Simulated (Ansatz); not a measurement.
Fluorite NiSi2, treated with PBEsol in Ansatz (PAW).

Run with plane-wave cutoff 520 eV, 20×20×20 k mesh, Fermi–Dirac smearing 0.072 eV (set by the program), no spin polarisation, scalar-relativistic PAW data made under PBE.

The cell has the measured lattice: a = b = c = 5.4060 Å, α = β = γ = 90.00°.

Question: What does this level give for the elastic constant C11, Poisson ratio, Voigt–Reuss–Hill shear modulus (Hill average), elastic constant C12 and elastic constant C44?

Answer: 
- elastic constant C11 = 190 GPa
- Poisson ratio = 0.350
- Voigt–Reuss–Hill shear modulus (Hill average) = 51.0 GPa
- elastic constant C12 = 135 GPa
- elastic constant C44 = 77.0 GPa

Note: the cell isn't this level's own, so it is under some stress, which shifts stiffness and frequencies.

Elastic constants are with the ions relaxed.

The computed numbers hold no vibrational or temperature effects.

It cost very roughly 11 core-minutes of CPU time.

Ansatz is a first-principles code.
